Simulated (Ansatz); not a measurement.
# What a tighter setting buys: kpoints.mp_grid.grid, RbVF₃ (Pm-3m, 5 atoms in the cell)

```
RbVF3
1.0
    4.18200     0.00000     0.00000
    0.00000     4.18200     0.00000
    0.00000     0.00000     4.18200
Rb F V
1 3 1
Direct
  0.00000   0.00000   0.00000
  0.50000   0.50000   0.00000
  0.00000   0.50000   0.50000
  0.50000   0.00000   0.50000
  0.50000   0.50000   0.50000
```
Moments meant for the start (each program seeds them in its own way; μB, in the order of the atoms Rb F F F V): 0.0 0.0 0.0 0.0 2.0.

Method: LDA (PW92), harder PAW files (source: ansatz) made with PBE (plane waves; Ansatz, a first-principles code).

Base settings: basis.ecutwfc = 1050 eV; kpoints.mp_grid.grid = 4 4 4; hamiltonian.xc = lda; hamiltonian.pseudopotentials = {kind: paw, source: ansatz}; magnetization.spin_polarized = true; scf.occupations.method = gaussian; scf.occupations.width = 0.05 eV.

Misses are taken against the tightest run, 19 19 19, which need not be fully converged itself. The energy is the free energy per atom.

The count of work is k-points × plane waves × bands × iterations; it is no time, and leaves out set-up, grids and terms that scale otherwise. Core times come from one kind of shared machine and are given to one figure; runs under 30 s give none.

The starting cell comes from a database of published, mostly measured structures (it also holds non-ambient and calculated ones), without a prior relaxation at this level. With one magnetic atom in the cell only a parallel order is possible. In the base run, with a pressure of about -6 GPa the cell is away from its equilibrium volume at this level. Ansatz's pressure includes its estimate of the finite-basis (Pulay) stress.

The runs (kpoints.mp_grid.grid): 1 1 1 | 2 2 2 | 3 3 3 | 4 4 4 | 5 5 5 | 6 6 6 | 7 7 7 | 8 8 8 | 9 9 9 | 11 11 11 | 13 13 13 | 16 16 16 | 19 19 19.

Which is the coarsest setting among those run that, with all tighter ones, holds the energy within 10 meV/atom of the reference, and what does it save?

3 3 3, off by 1.2 meV/atom; it needs 0.017 of the reference's count of work.

What does the step from 2 2 2 to 5 5 5 buy?

It takes the miss in the energy from 28 to 0.01 meV/atom, for 2.3 times the count of work.

```
kpoints.mp_grid.grid  energy less reference (meV/atom)  pressure less reference (GPa)  count of work / reference  core time / reference (rough)
--------------------  --------------------------------  -----------------------------  -------------------------  -----------------------------
1 1 1                                           918.79                          15.03                     0.0045                              –
2 2 2                                            27.64                           0.74                      0.018                              –
3 3 3                                             1.16                           0.02                      0.017                              –
4 4 4                                             0.13                           0.00                      0.041                              –
5 5 5                                             0.01                           0.00                      0.041                              –
6 6 6                                             0.00                           0.00                      0.091                              –
7 7 7                                             0.00                           0.00                      0.083                              –
8 8 8                                             0.00                           0.00                       0.16                            0.2
9 9 9                                             0.00                           0.00                       0.16                            0.2
11 11 11                                          0.00                           0.00                       0.25                            0.3
13 13 13                                          0.00                           0.00                       0.38                            0.4
16 16 16                                          0.00                           0.00                       0.75                            0.7
19 19 19                                          0.00                           0.00                        1.0                              1
```

Keys are those of Ansatz 0.2.
